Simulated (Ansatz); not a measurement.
```
AlP
1.0
    0.00000     2.60336     2.60336
    2.60336     0.00000     2.60336
    2.60336     2.60336     0.00000
P Al
1 1
Direct
  0.25000   0.25000   0.25000
  0.00000   0.00000   0.00000
```

Dynamical quadrupoles are not included in the interpolation of the phonons between the solved wave vectors. The pressure is 15 GPa. The structure is held there; whether it is the stable one at that pressure was not tested.

Problem. What linear thermal expansion coefficient does the quasi-harmonic free energy on LDA density-functional theory in Ansatz (plane waves, PAW) give at 600 K, and what isobaric heat capacity per mole of formula units and Grüneisen parameter?

Solution. α = -1.4 × 10⁻⁶ K⁻¹; C_P = 46.6 J/(mol K); γ = -0.25. No phase change or melting is allowed for: the numbers belong to this structure as given.

The PAW data sets were generated under PBE and serve the other functionals too.

Ansatz is a quantum-chemistry and plane-wave program.
